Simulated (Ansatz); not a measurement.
Results of r²SCAN-D4 (plane waves, PAW; Ansatz, a program for electronic structure) for zinc-blende KCl (model structure).

Settings: plane-wave cutoff 500 eV, 8×8×8 k mesh, gaussian smearing 0.02 eV, scalar-relativistic PAW data made under PBE.

Cell (relaxed at this level):

```cif
data_ClK
_chemical_formula_sum 'K1 Cl1'
_space_group_name_H-M_alt 'P 1'
_space_group_IT_number 1
_cell_length_a 4.94206
_cell_length_b 4.94206
_cell_length_c 4.94206
_cell_angle_alpha 60.000
_cell_angle_beta 60.000
_cell_angle_gamma 60.000
loop_
_space_group_symop_operation_xyz
  'x, y, z'
loop_
_atom_site_label
_atom_site_type_symbol
_atom_site_fract_x
_atom_site_fract_y
_atom_site_fract_z
_atom_site_occupancy
K1 K 0.00000 0.00000 0.00000 1
Cl1 Cl 0.25000 0.25000 0.25000 1
```

Question: Estimate the band gap that the calculation returns.

Answer: 
* **band gap**: 5.37 eV (on the SCF k mesh)

Note: the relaxation could raise the start's symmetry but not lower it, so the cell can be a saddle point.

Static lattice: no zero-point or thermal effects.

A model structure was made by putting elements into a prototype or built by hand; it is no filed structure, need not be a known phase, and can be a saddle point held by its symmetry.
